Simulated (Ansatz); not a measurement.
The starting structures come from a database of crystals and need not be the phases stable at ambient conditions.

 Where the default PAW files enter, the runs use the earlier of Ansatz's two default sets.

Given:

```
SnO2
1.0
    3.24090     0.00000     0.00000
    0.00000     4.78800     0.00000
    0.00000     0.00000     4.86658
Sn O
2 4
Direct
  0.50000   0.50000   0.50000
  0.00000   0.00000   0.00000
  0.00000   0.70815   0.32104
  0.00000   0.29185   0.67896
  0.50000   0.20815   0.17896
  0.50000   0.79185   0.82104
```

Space group of this cell: Pnnm. The cell is taken as given; by r2SCAN its mean pressure is -8.3 GPa.

These are r2SCAN (plane waves, PAW; Ansatz, a program for electronic structure) values and carry that method's errors.

The current runs along the normal of the first two printed vectors; no spin-orbit coupling. Scaled by the factor s: both lengths across the current (ions clamped). Meshes 10×6×6 and 10×6 across the current in all rows.

| s | mean pressure (GPa) | band gap (eV) |
|---|---|---|
| 0.98 | 0.0 | ? |
| 1.00 | -8.3 | 1.41 |
| 1.02 | -14.9 | 0.95 |

Task: Take the slope of the band gap against ln s from the two given rows, extrapolate to s = 0.98, and say what the run there gives.

Result: Slope = (0.95 − 1.41) / ln 1.02 = -23.2 eV. The line gives 1.41 + (-23.2) × ln 0.98 = 1.88 eV. The run gives 1.92 eV, 0.04 eV over the line, 9 % of the predicted step.
